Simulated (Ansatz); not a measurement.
# Hypothetical simple cubic Pd: pressure −1 GPa

The parent structure is Pd in the simple cubic structure (space group Pm-3m, No. 221; a = 2.614 Å; a hypothetical phase, not in the database extracts checked).

It is then changed as follows: a negative pressure, −1 GPa.

Level of theory: DFT with PBE, PAW potentials and a 420 eV plane-wave cutoff in Ansatz (an electronic-structure program), scalar-relativistic without spin-orbit coupling. k-mesh 18×18×18 (Γ-centred); smearing 0.05 eV (Fermi–Dirac).

The volume per atom grows by 0.15 Å³ (17.87 Å³ → 18.02 Å³) and the density drops by 0.08 g/cm³ to 9.81 g/cm³. The shortest interatomic distance grows by 0.0075 Å to 2.622 Å and the enthalpy H = E + PV relative to the base's energy comes out as -0.11 eV/atom. The band gap stays zero.

Load acts through the strain it causes; cell and atoms are relaxed under it. No phonon test of stability was made. All final runs are without spin polarisation. Pd has a high density of states at the Fermi level and may be magnetic at this level.
